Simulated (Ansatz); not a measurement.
A self-consistent single point of the (001) slab of BiS3 (cut from a parent of space group no. 194; 24 atoms in the cell) with Ansatz (a program for electronic structure).

Level of theory: PBE (plane waves, PAW; Ansatz).

The input file:

Ansatz 0.2 input:
```yaml
# BiS3
crystal:
  lattice:
    - [7.079860, 0.000000, 0.000000]
    - [-3.539930, 6.131339, 0.000000]
    - [0.000000, 0.000000, 12.798204]
  atoms:
    - { symbol: Bi, position: [0.666667, 0.333333, 0.270319] }
    - { symbol: Bi, position: [0.333333, 0.666667, 0.117204] }
    - { symbol: Bi, position: [0.666667, 0.333333, 0.576558] }
    - { symbol: Bi, position: [0.333333, 0.666667, 0.423442] }
    - { symbol: Bi, position: [0.666667, 0.333333, 0.882796] }
    - { symbol: Bi, position: [0.333333, 0.666667, 0.729673] }
    - { symbol: S, position: [0.320991, 0.160496, 0.117204] }
    - { symbol: S, position: [0.679009, 0.839504, 0.270319] }
    - { symbol: S, position: [0.160496, 0.320991, 0.270319] }
    - { symbol: S, position: [0.839505, 0.679009, 0.117204] }
    - { symbol: S, position: [0.839505, 0.160496, 0.117204] }
    - { symbol: S, position: [0.160496, 0.839504, 0.270319] }
    - { symbol: S, position: [0.320991, 0.160496, 0.423442] }
    - { symbol: S, position: [0.679009, 0.839505, 0.576558] }
    - { symbol: S, position: [0.160496, 0.320991, 0.576558] }
    - { symbol: S, position: [0.839505, 0.679009, 0.423442] }
    - { symbol: S, position: [0.839505, 0.160496, 0.423442] }
    - { symbol: S, position: [0.160496, 0.839505, 0.576558] }
    - { symbol: S, position: [0.320991, 0.160496, 0.729673] }
    - { symbol: S, position: [0.679009, 0.839505, 0.882796] }
    - { symbol: S, position: [0.160496, 0.320991, 0.882796] }
    - { symbol: S, position: [0.839505, 0.679009, 0.729673] }
    - { symbol: S, position: [0.839505, 0.160496, 0.729673] }
    - { symbol: S, position: [0.160496, 0.839505, 0.882796] }
basis:
  ecutwfc: 420.0
kpoints:
  mp_grid: { grid: [6, 6, 1] }
hamiltonian:
  xc: pbe
  pseudopotentials: { kind: paw }
scf:
  occupations: { method: methfessel_paxton, width: 0.272 }
output:
  forces: true
  eigenvalues: true
  stress: true
```

Log, with long lists cut:

```
SCF iter   1: F=—  HF=-90605.189194 eV  |F-HF|=—  |Δ(HF+E_count)|=         —  Δρ=3.61e-3  dr2=2.09e-1  ethr=1.77e-3  ⟨swp⟩=8.3  Hψ=3582  notcnv=0
all-band conjugate gradients solve this SCF's bands
preconditioner: auto → Kerker (q_TF=auto, 2.297 Å⁻¹)
SCF iter   2: F=—  HF=-90605.173180 eV  |F-HF|=—  |Δ(HF+E_count)|=   1.60e-2  S|Δr|=    0.00e0  Δρ=2.10e-3  dr2=7.70e-2  ethr=1.05e-4  ⟨swp⟩=1.0  Hψ=994  notcnv=0
   [... lines left out ...]
SCF iter   7: F=—  HF=-90605.165559 eV  |F-HF|=—  |Δ(HF+E_count)|=   8.64e-7  S|Δr|=    0.00e0  Δρ=8.65e-6  dr2=1.02e-6  ethr=4.21e-9  ⟨swp⟩=2.0  Hψ=1097  notcnv=0
SCF iter   8: F=—  HF=-90605.165559 eV  |F-HF|=—  |Δ(HF+E_count)|=   4.56e-8  S|Δr|=    0.00e0  Δρ=2.70e-6  dr2=1.22e-7  ethr=5.17e-10  ⟨swp⟩=2.4  Hψ=1421  notcnv=0
SCF iter   9: F=-90605.165559 eV  HF=-90605.165559 eV  |F-HF|=2.58e-9  |Δ(HF+E_count)|=   4.86e-9  S|Δr|=    0.00e0  Δρ=6.68e-7  dr2=8.25e-9  ethr=5.05e-11  ⟨swp⟩=9.3  Hψ=3641  notcnv=0
SCF 1 converged in 9 iterations: F = -90605.165559 eV  dr2 = 8.25e-9
Stability not checked (fill_not_monotonic)
Free energy (F): -90605.165559 eV
Internal energy: -90605.131325 eV  (E = F + TS)
E sigma→0 (E₀):  -90605.157001 eV
Entropy (-TS):   -0.034234 eV (-1.426 meV/atom)
Fermi energy:    7.554809 eV
--- Forces (eV/Å), atoms counted from 1 ---
  atom   1  Bi    -0.00000000    -0.00000000    -1.44664276
  atom   2  Bi     0.00000000    -0.00000000     0.35167134
  atom   3  Bi     0.00000000    -0.00000000    -0.31467642
  atom   4  Bi     0.00000000     0.00000000     0.31467642
   [... lines left out ...]
  atom  24  S      0.62314853    -0.35977497    -0.58361058
--- Stress (GPa, compression-positive) ---
       -2.338620       0.000000       0.000000
       -0.000000      -2.338620      -0.000000
        0.000000      -0.000000      -5.257275
  P = ⅓ Tr σ = -3.3115 GPa (-33.115 kbar)
  The stress holds the Pulay correction. Without it, at fixed plane waves, as pw.x and ABINIT print it: P = -3.3284 GPa
```

The run converged in 9 iterations. For comparison: a first run was changed to give this one (vacuum of 3 angstrom (first run: 12 Å)), and from it to this one the free energy goes down by 32.2 meV/atom and the largest force goes from 1.567 to 1.447 eV/Å.

The starting cell comes from a database of computed structures (which also holds hypothetical and non-ambient phases and stackings), without a prior relaxation at this level. The slab is cut from that crystal, and its faces are unrelaxed. Spin polarisation is off, though cut faces can carry moments; the slab shows no gap. Forces in this geometry exceed 1 eV/Å.
